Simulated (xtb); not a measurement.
xtb 6.7.1, GFN2-xTB: Au(Me)2(acac) (CC1=CC(C)=[O]->[Au]([CH3])([CH3])[O]1), 23 atoms. The geometry is a generated start, not checked to be a minimum at this level.

| Quantity | Result |
|---|---|
| run flags | --grad |
| method | GFN2-xTB |
| --acc | 1 (default) |
| --etemp (K) | 300 (default) |
| basis functions | 59 |
| valence electrons | 64 |

```xyz
23

Au     1.2284     0.7648     0.0019
C      1.6938     2.7062    -0.0219
H      2.7435     2.9185    -0.1768
H      1.3899     3.1538     0.9173
H      1.1276     3.1842    -0.8141
C      3.1749     0.3358     0.0152
H      3.7211     0.8818     0.7751
H      3.6298     0.5466    -0.9459
H      3.2795    -0.7256     0.2144
C     -0.5160    -3.2419     0.0155
C     -0.4226    -1.7357     0.0158
C     -1.6120    -1.0085     0.0041
C     -1.7441     0.3797    -0.0047
C     -3.1401     0.9534    -0.0118
O     -0.8101     1.2317    -0.0103
O      0.7534    -1.2692     0.0266
H     -1.5453    -3.5839     0.0141
H     -0.0006    -3.6283    -0.8621
H     -0.0010    -3.6306     0.8921
H     -2.5256    -1.5815     0.0012
H     -3.2694     1.5593    -0.9066
H     -3.8977     0.1772     0.0149
H     -3.2573     1.6122     0.8461
```

Charge 0 and multiplicity 1 are set for this test and not shown to be the ground state.

One run each on 1 thread. Values of broydamp tried: 0.02, 0.05, 0.1, 0.2, 0.4 (default), 0.6, 0.8, 1.

How does the count of SCC iterations change with broydamp, and where is it least?

Fewest SCC iterations, within one of each other: 0.4 (default) with 12, 0.6 with 13, 0.8 with 13. The count rises to 21 at 0.02. All converge to one solution.

```csv
broydamp,SCC iterations,end
0.02,21,same solution
0.05,17,same solution
0.1,16,same solution
0.2,14,same solution
0.4 (default),12,same solution
0.6,13,same solution
0.8,13,same solution
1,14,same solution
```
